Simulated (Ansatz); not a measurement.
InPd3: uniaxial strain ε_xx = −4.72 %

Consider InPd3 in the Cu3Au type structure (space group Pm-3m, No. 221; a = 3.9699 Å; a cell from a computed database, its experimental status unchecked). Axes: x, y, z lie along the cube axes.

It is then changed as follows: uniaxial strain ε_xx = −4.72 %, all other strain components held at zero, atoms relaxed at fixed cell.

The values are results of PBEsol (Ansatz, a program for electronic structure; PAW; 420 eV plane waves; no spin-orbit coupling), not measurements. k-mesh 12×12×12 (Γ-centred); smearing 0.05 eV (Fermi–Dirac).

```json
[
 {"quantity": "space group", "base": "Pm-3m (No. 221)", "changed": "P4/mmm (No. 123)", "shift": "–"},
 {"quantity": "shortest interatomic distance", "base": "2.807 Å", "changed": "2.742 Å", "shift": "-0.065 Å"},
 {"quantity": "energy relative to the base (free energy F)", "base": "0 meV/atom", "changed": "+24 meV/atom", "shift": "+24 meV/atom"},
 {"quantity": "pressure (mean of the normal stresses, compression positive)", "base": "0.0 GPa", "changed": "9.6 GPa", "shift": "+9.6 GPa"},
 {"quantity": "band gap", "base": "zero", "changed": "zero", "shift": "–"},
 {"quantity": "stress (xx, yy, zz, yz, xz, xy; compression positive) (rough)", "base": "–", "changed": "(10.9, 8.9, 8.9, 0.0, 0.0, 0.0) GPa", "shift": "–"}
]
```

Cost of the whole job for the changed cell (relaxation, final SCF and bands): roughly 50 core-seconds.

Without a gap, meshes like the base's 12×12×12 leave anisotropic stresses uncertain by several tenths of a GPa, and small strain energies with them. Stability against distortions was not tested. The base started in P4/mmm and relaxed to Pm-3m at this level. The final runs are not spin-polarised.
